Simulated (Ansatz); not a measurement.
## A self-consistent single point of Si2W (I4/mmm, 3 atoms in the cell) with Ansatz

Computed with PBE (plane waves, PAW; Ansatz, a program for electronic structure).

Input:

Ansatz 0.2 input:
```yaml
crystal:
  lattice:
    - [-1.580683, 1.580683, 3.836273]
    - [1.580683, -1.580683, 3.836273]
    - [1.580683, 1.580683, -3.836273]
  atoms:
    - { symbol: Si, position: [0.334990, 0.334990, 0.000000] }
    - { symbol: Si, position: [0.665010, 0.665010, 0.000000] }
    - { symbol: W, position: [0.000000, 0.000000, 0.000000] }
basis:
  ecutwfc: 30.9 Ry
kpoints:
  mp_grid: { grid: [10, 10, 10] }
hamiltonian:
  xc: pbe
  pseudopotentials: { kind: paw }
scf:
  occupations: { method: methfessel_paxton, width: 0.0073 Ry }
output:
  forces: true
  eigenvalues: true
  stress: true
```

The program printed (abridged):

```
WARN ansatz: RAYON_NUM_THREADS=1 ignored (pool sized by the plan → 1); use --threads N
Pseudopotentials: kind: paw
Pseudopotential: Si, paw, valence charge 4
Pseudopotential: W, paw, valence charge 14
Crystal: 3 atoms, lattice volume = 38.341 Å³
Basis set: ecut = 420.4159175005146 eV, 761 PW (Γ), exchange–correlation on 60×60×60 points (8 copies of the dense FFT grid, shifted against one another)
Bands: 15, of which v1, the nominal top of the filled ones, is band 11 counted from 1 (10 counted from 0)
Symmetry: 16 space group operations
Space group: I4/mmm (ITA 139), of the structure as read, at distance tolerance 3.4e-5 Å
k-points: 102 of 1000
Initial density: superposition of atomic densities (neutral atoms: chi_scale 0, normalization atom), corrected by the library's trained network
Initial wavefunctions: pseudopotential atomic-orbital guess
Eigensolver: davidson
Functional: x = pbe(κ = 0.804, μ = 0.2195149727645171), c = pbe(β = 0.06672455060314922)
SCF iter   1: F=—  HF=-11657.318005 eV  |F-HF|=—  |Δ(HF+E_count)|=         —  Δρ=3.70e-3  dr2=2.34e-3  ethr=1.77e-3  ⟨swp⟩=5.1  Hψ=8814  notcnv=0
all-band conjugate gradients solve this SCF's bands
preconditioner: auto → Kerker (q_TF=auto, 2.487 Å⁻¹)
SCF iter   2: F=—  HF=-11657.318155 eV  |F-HF|=—  |Δ(HF+E_count)|=   1.50e-4  S|Δr|=    0.00e0  Δρ=2.15e-3  dr2=9.50e-4  ethr=1.06e-5  ⟨swp⟩=1.0  Hψ=2347  notcnv=0
SCF iter   3: F=—  HF=-11657.318168 eV  |F-HF|=—  |Δ(HF+E_count)|=   1.35e-5  S|Δr|=    0.00e0  Δρ=2.27e-4  dr2=2.21e-5  ethr=4.32e-6  ⟨swp⟩=2.6  Hψ=2192  notcnv=0
SCF iter   4: F=—  HF=-11657.318164 eV  |F-HF|=—  |Δ(HF+E_count)|=   4.27e-6  S|Δr|=    0.00e0  Δρ=1.00e-4  dr2=2.49e-6  ethr=1.00e-7  ⟨swp⟩=2.4  Hψ=2082  notcnv=0
SCF iter   5: F=—  HF=-11657.318164 eV  |F-HF|=—  |Δ(HF+E_count)|=   7.99e-8  S|Δr|=    0.00e0  Δρ=1.68e-5  dr2=1.70e-7  ethr=1.13e-8  ⟨swp⟩=2.1  Hψ=2133  notcnv=0
SCF iter   6: F=-11657.318164 eV  HF=-11657.318164 eV  |F-HF|=1.45e-9  |Δ(HF+E_count)|=   2.68e-8  S|Δr|=    0.00e0  Δρ=2.88e-6  dr2=3.13e-9  ethr=4.55e-10  ⟨swp⟩=4.4  Hψ=5194  notcnv=0
SCF 1 converged in 6 iterations: F = -11657.318164 eV  dr2 = 3.13e-9
SCF converged after 6 iterations
Stability not checked (fill_not_monotonic)
Free energy (F): -11657.318164 eV
Harris-Foulkes:  -11657.318164 eV  (|F-HF|=1.45e-9)
Internal energy: -11657.317904 eV  (E = F + TS)
E sigma→0 (E₀):  -11657.318099 eV
Entropy (-TS):   -0.000260 eV (-0.087 meV/atom)
Fermi energy:    17.760491 eV
--- Per-component energies (eV) ---
  E_band       = -59.387420
  E_kinetic    = 547.273013
  E_local      = -910.504673  (includes V_loc(G=0)·N_el)
  E_nonlocal   = 51.577769
  E_hartree    = 362.457163
  E_xc         = -384.191443
  E_vxc        = -341.561676  (∫ρ·V_xc dr)
  E_paw        = -9588.836501  (= ΣΔE_a)
  E_vpaw       = -131.087499  (= ΣTr[D̂ρ^β])
  E_aug_tail   = -0.000049  (compensation charges beyond the density's cutoff)
  E_ewald      = -1735.093182
  E_smearing   = -0.000260  (= −TS)
  E_closure    = -0.000000  (closes the sum)
  Σ components = -11657.318164   (vs F -11657.318164, Δ=0.00e0)
--- Forces (eV/Å), atoms counted from 1 ---
  atom   1  Si     0.00000000    -0.00000000    -0.22888908
  atom   2  Si     0.00000000     0.00000000     0.22888908
  atom   3  W      0.00000000     0.00000000    -0.00000000
  max |Σ_I F_I| component: 2.78e-17 eV/Å
--- Stress (GPa, compression-positive) ---
       16.200474       0.000000      -0.000000
        0.000000      16.200474       0.000000
        0.000000       0.000000      20.129594
  P = ⅓ Tr σ = 17.5102 GPa (175.102 kbar)
  The stress holds the Pulay correction. Without it, at fixed plane waves, as pw.x and ABINIT print it: P = 17.4579 GPa
--- Band table (eV; the first three rows and the last of 102) ---
  k-point 0: bands = ["-55.8692", "-20.2253", "-20.1777", "-20.1777", "3.2612", "10.5806", "14.1755", "14.1961", "14.7761", "14.7761", "18.4140", "20.5317", "20.8701", "20.9705", "20.9705"]
  k-point 1: bands = ["-55.8674", "-20.2204", "-20.2027", "-20.1995", "3.5998", "10.8829", "13.2363", "13.9769", "14.2883", "15.7345", "16.9397", "20.5347", "21.2258", "21.3081", "21.4896"]
  k-point 2: bands = ["-55.8625", "-20.2649", "-20.2563", "-20.2079", "4.5622", "11.5349", "12.4412", "12.5841", "14.5898", "14.8741", "16.0785", "20.8481", "21.7032", "21.8429", "21.9072"]
  k-point 101: bands = ["-55.8690", "-20.2490", "-20.1794", "-20.1794", "5.6984", "6.3910", "13.6242", "15.0650", "16.9310", "16.9310", "17.2589", "17.2589", "18.6174", "22.6102", "23.3364"]
```

The run converged in 6 iterations.

The starting cell comes from a database of computed structures (which also holds hypothetical and non-ambient phases and stackings), without a prior relaxation at this level. Its lattice was rescaled by a random factor within 2.5 % of one. Spin-orbit coupling is off. Spin polarisation is off. With a pressure of about 18 GPa the cell is away from its equilibrium volume at this level. Ansatz's pressure includes its estimate of the finite-basis (Pulay) stress.
